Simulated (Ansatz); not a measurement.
Consider a periodic stack without vacuum, bcc V (1 1 1) on zinc-blende GaAs (1 1 1) (film strained to the substrate, started from cuts of the bulks and a machine-learned relaxation): substrate slab As4Ga4, film V12, surface cells [[-1, 1], [-1, 0]] and [[1, -1], [1, 0]], film strained by -4.1 and -4.1 %, outermost planes As/Ga and V/V as cut, which need not be the usual terminations and can put a slab off its formula. Its start:

```
CELL_PARAMETERS angstrom
      4.06279     0.00000     0.07655
      2.03139     3.51848     0.04190
      0.52796     1.20063    25.00430
ATOMIC_POSITIONS crystal
  As 0.87018 0.56752 0.01179
  As 0.10392 0.80518 0.15261
  As 0.44688 0.08635 0.28796
  As 0.78135 0.37115 0.42319
  Ga 0.77338 0.48454 0.11719
  Ga 0.11750 0.76668 0.25408
  Ga 0.45199 0.05053 0.38744
  Ga 0.55775 0.41370 0.51664
  V  0.57455 0.36911 0.61689
  V  0.90336 0.71980 0.57770
  V  0.90680 0.67620 0.68713
  V  0.24234 0.02255 0.64981
  V  0.23463 0.98469 0.76078
  V  0.57114 0.32973 0.72494
  V  0.55878 0.29482 0.83529
  V  0.89672 0.63993 0.79761
  V  0.88225 0.60522 0.90769
  V  0.22078 0.95036 0.87069
  V  0.20744 0.91314 0.97758
  V  0.54395 0.25742 0.94839
```

The start was prepared with a machine-learned potential, and the result is one local minimum, with the in-plane cell held and forces under 0.04 eV/Å; the film can end far from its bulk form.

Computed with PBE (plane waves to 420 eV, PAW; Ansatz, a quantum-chemistry and plane-wave program). Spin–orbit coupling is left out; the runs are not spin-polarised; PBE gaps are too small against experiment. Its k-point mesh 9×9×1, Fermi–Dirac width 0.05 eV.

Task: Predict the relaxed interface.

Result: 
| Property | Value |
|---|---|
| interface area | 14.3 Å² |
| period | 24.82 Å |
| gaps between the outermost planes at the two interfaces | 1.68 and 0.93 Å |
| As–V contacts across the interfaces within 1.22 times the sum of covalent radii | 7, mean 2.65 Å |
| Ga–V contacts across the interfaces within 1.22 times the sum of covalent radii | 4, mean 2.78 Å |
| estimate of the barrier | withheld, since the two interfaces are unlike |
| slope of the mean potential energy in the substrate | +3.9 MV/cm × e |
